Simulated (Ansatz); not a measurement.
Model glasses of amorphous SiO2, 73 to 76 atoms (Si24O48 before any change). Each row is one cell at a composition chosen by hand, melted whole on the CHGNet potential with the anions pushed apart under 1.9 Å, quenched within some picoseconds, far faster than a real film, and relaxed with PBE, scalar-relativistic without spin-orbit coupling (plane waves to 420 eV, PAW; Ansatz, a first-principles code). Each is the lower in DFT energy of 2 quenches. Cycles of charging and discharging were tried on the cells ahead of these points, and a cell that came back lower was taken. The column on the box says what of it was relaxed with the atoms; held means as the quench left it. Cells that kept moments or hold spare charge are left out, and those that charging annealed.

From the neutral cell one electron is taken away, or one added, and the atoms relax (PBE, the zone centre alone, moment held at 1 μB, uniform background; no image-charge correction, which leaves W too low where the charge is localised). W = E(+1) + E(−1) − 2 E(0) is the cost of moving an electron from one such cell to another; the spacing parts the highest filled and lowest empty level of the neutral cell, which ran without spin polarisation.

Formal charges balance in every cell (each cation at its usual highest valence, Cu and Ag at +1, Sb at +3, H at +1, O at −2, N at −3, F and Cl at −1). R− and R+ are the energies that the atoms' relaxation gave back after the electron was added or removed.

```
cell             change               box  spacing (eV)  R− (eV)  R+ (eV)  spacing − R− − R+ (eV)    W (eV)
----------  -----------  ----------------  ------------  -------  -------  ----------------------  --------
Si24O49Cu2  +2 Cu, +1 O              held          1.81     1.78     0.55                   -0.52      0.63
Si24O51W     +3 O, +1 W              held          1.64     0.75     0.41                    0.48      1.92
Si24O49Ba   +1 Ba, +1 O              held          3.71     1.41     0.29                    2.01  withheld
Si24O47Cl2  +2 Cl, −1 O  volume and shape          4.20     1.22     0.47                    2.51      3.11
Si24O49K2    +2 K, +1 O            volume          3.65     0.02     0.46                    3.17      3.91
Si24O50Ti   +2 O, +1 Ti             shape          4.13     0.40     0.06                    3.67      4.64
Si24O49H2    +2 H, +1 O            volume          4.48     0.04     0.36                    4.08      4.49
Si24O50Zr   +2 O, +1 Zr              held          4.63     0.05     0.18                    4.40      4.70
Si24O47F2    +2 F, −1 O  volume and shape          5.23     0.04     0.05                    5.14      5.25
```

Fit a straight line of the last column on the one before it through the 8 full rows, and predict the withheld value for Si24O49Ba.

Means: x = 2.866, y = 3.581. Slope = Σ(Δx Δy) / Σ(Δx²) = 21.6897 / 27.0216 = 0.803; intercept = 3.581 − (0.803) × 2.866 = 1.280 eV; r.m.s. residual 0.216 eV. Prediction: 1.280 + (0.803) × 2.01 = 2.89 eV. The run gave 2.75 eV, a miss of 0.14 eV, within the residual.

What would a slope of 1 with no intercept mean?

That adding and removing an electron at fixed atoms costs just the level spacing, as it does for levels spread over a large cell, so that W follows by bookkeeping. The fit has 0.803 and 1.280 eV; a departure holds the carrier's repulsion on its site, which raises W, and the uncorrected background, which lowers it.
